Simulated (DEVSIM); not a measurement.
Device: Ti/HfO2/n-Ge capacitor, at 300 K.

```tsv
layer (left to right)	material	thickness (nm)	Nd (cm⁻³)
1	HfO2	2.50	-
2	Ge	16000	1.3e15
```

Metal gate on the left, work function 4.33 eV. Fixed charge at the semiconductor interface 0 cm⁻² (in units of +e); no interface traps.

The device is made up for the run: typed textbook-type constants, with dimensions and the other settings drawn at random. Values at 300 K.

```tsv
parameter	HfO2	Ge
gap (eV)	5.7	0.664
affinity (eV)	2.5	4
permittivity	22	16
Nc (cm⁻³)	-	1.04e19
Nv (cm⁻³)	-	6e18
```

Simulated with DEVSIM: 1D Poisson equation in equilibrium, Boltzmann statistics, complete ionisation; no quantum confinement or tunnelling. Metal contacts follow the ideal Schottky-Mott rule: no Fermi-level pinning, no interface dipoles.

The substrate doping was swept, all else fixed.

| substrate doping (cm^-3) | minimum of the low-frequency capacitance (μF/cm²) | flat-band voltage (V) | threshold voltage (band bending 2φF) (V) |
|---|---|---|---|
| 6.5e13 | 0.0215 | 0.02 | -0.04 |
| 1.3e14 | 0.0231 | 0.04 | -0.06 |
| 2.6e14 | 0.0246 | 0.06 | -0.07 |
| 6.5e14 | 0.0299 | 0.08 | -0.10 |
| 1.3e15 | 0.0370 | 0.10 | -0.12 |
| 2.6e15 | 0.0475 | 0.12 | -0.14 |

From the first row to the last the minimum of the low-frequency capacitance goes from 0.0215 to 0.0475. From the first row to the last the flat-band voltage goes from 0.02 to 0.12.
